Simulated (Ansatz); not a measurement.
Base system: BeTe in the zinc blende structure (space group F-43m, No. 216; a = 5.657 Å).

Computed with r2SCAN (Ansatz, a quantum-chemistry and plane-wave program; PAW; 500 eV plane waves; spin-orbit coupling left out).

For the base:

| Property | Value |
|---|---|
| Band gap | 2.38 eV |
| Electron mass | 2.1 mₑ along k, 0.25 mₑ across (at X) |
| Width of the top valence band | 3.23 eV |

Now apply this change: every lattice vector is shortened by 5.73 %, atoms relaxed at fixed cell.

### Question
How does this affect the band gap?

### Answer
The band gap falls by 0.490 eV to 1.88 eV.

### Question
How does this affect the energy relative to the base?

### Answer
The energy rises by 147 meV/atom.

### Question
What happens to the electron mass?

### Answer
The electron mass goes from 2.1 mₑ along k, 0.25 mₑ across (at X) to 1.4 mₑ along k, 0.23 mₑ across (at X).

### Question
Predict the new width of the top valence band.

### Answer
The width of the top valence band increases by 0.97 eV (3.23 eV → 4.20 eV).

With Te present, leaving out spin-orbit coupling can change the band edges. The cells carry an imposed strain or load. Masses are band curvatures over ±0.01 Å⁻¹ around the edge. Along k means along the line from Γ to the band edge. Whether these cells are dynamically stable was not tested.
